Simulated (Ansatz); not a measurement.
## Ti2O3 under a change: pressure 5 GPa

Take Ti2O3 in the corundum structure (space group R-3c, No. 167; a = 5.039 Å, c = 13.881 Å (hexagonal axes)) as the base.

Now apply this change: cell and atoms relaxed at a pressure of 5 GPa.

All numbers come from PBEsol in Ansatz (plane waves to 420 eV, PAW, no spin-orbit coupling). Settings: 11×11×11 k-points, 0.05 eV Fermi–Dirac smearing.

| quantity | base | changed | shift |
|---|---|---|---|
| volume per atom | 10.17 Å³ | 9.97 Å³ | -0.206 Å³ |
| density | 4.69 g/cm³ | 4.79 g/cm³ | +0.10 g/cm³ |
| c/a ratio | 2.755 | 2.751 | -0.004 |
| enthalpy H = E + PV relative to the base's energy | – | +0.31 eV/atom | – |
| band gap | zero | zero | – |

Load acts through the strain it causes; cell and atoms are relaxed under it. No phonon test of stability was made. No other phases were tried under pressure. No Hubbard U is applied, and correlation can decide whether such a compound is a metal. The final runs are not spin-polarised.

Ansatz is a first-principles code.
